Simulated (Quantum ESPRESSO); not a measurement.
# Cost against accuracy: ecutwfc for Ba3NaOs2O9 (P6_3/mmc, 30 atoms in the cell)

Cell: a = 6.0194 Å, b = 6.0194 Å, c = 14.6707 Å, α = 90.00°, β = 90.00°, γ = 120.00°.

Method: PBEsol, GBRV 1.5 ultrasoft (PBESOL) pseudopotentials (plane waves; Quantum ESPRESSO).

Base settings: ecutwfc = 40 Ry; ecutrho = 320 Ry; occupations = smearing; smearing = cold; degauss = 0.0147 Ry; K_POINTS = automatic 3 3 1 0 0 0; conv_thr = 1e-10 Ry.

Misses are taken against the tightest run, 46 Ry (ecutrho: 320 Ry → 368 Ry), which need not be fully converged itself. The energy is the free energy per atom.

The count of work is k-points × plane waves × bands × iterations; it is no time, and leaves out set-up, grids and terms that scale otherwise. Core times come from one kind of shared machine and are given to one figure; runs under 30 s give none.

The starting cell comes from a database of published, mostly measured structures (it also holds non-ambient and calculated ones), without a prior relaxation at this level. Its lattice was rescaled by a random factor within 2.5 % of one. Spin polarisation is off. In the base run, with a pressure of about -9 GPa the cell is away from its equilibrium volume at this level. Without a gap this mesh is coarse (it stands for a supercell whose shortest vector is 15 Å).

| ecutwfc | energy less reference (meV/atom) | pressure less reference (GPa) | largest difference in the force on any atom (eV/Å) | count of work / reference | core time / reference (rough) |
|---|---|---|---|---|---|
| 16 Ry (ecutrho: 320 Ry → 128 Ry) | 9307.04 | -280.55 | 3.274 | 0.19 | 0.2 |
| 20 Ry (ecutrho: 320 Ry → 160 Ry) | 3081.43 | -125.63 | 1.575 | 0.25 | 0.3 |
| 24 Ry (ecutrho: 320 Ry → 192 Ry) | 928.85 | -49.55 | 0.395 | 0.35 | 0.4 |
| 28 Ry (ecutrho: 320 Ry → 224 Ry) | 233.18 | -16.39 | 0.129 | 0.44 | 0.5 |
| 32 Ry (ecutrho: 320 Ry → 256 Ry) | 46.03 | -4.23 | 0.055 | 0.54 | 0.5 |
| 36 Ry (ecutrho: 320 Ry → 288 Ry) | 7.58 | -0.67 | 0.013 | 0.64 | 0.7 |
| 40 Ry | 2.00 | 0.08 | 0.006 | 0.81 | 1.0 |
| 46 Ry (ecutrho: 320 Ry → 368 Ry) | 0.00 | 0.00 | 0.000 | 1.0 | 1 |

Coarsest setting among those run that, with all tighter ones, holds the energy within 20 meV/atom of the reference: 36 Ry (ecutrho: 320 Ry → 288 Ry), off by 7.6 meV/atom; its saving against the reference is no more than about a factor of 2 in the count of work.

Smallest miss in the energy for at most 0.3 times the reference's count of work: 20 Ry (ecutrho: 320 Ry → 160 Ry), with a miss of 3100 meV/atom at a count of 0.25.

The step from 16 Ry (ecutrho: 320 Ry → 128 Ry) to 36 Ry (ecutrho: 320 Ry → 288 Ry): it takes the miss in the energy from 9300 to 7.6 meV/atom, for 3.3 times the count of work and roughly 3 times the time.
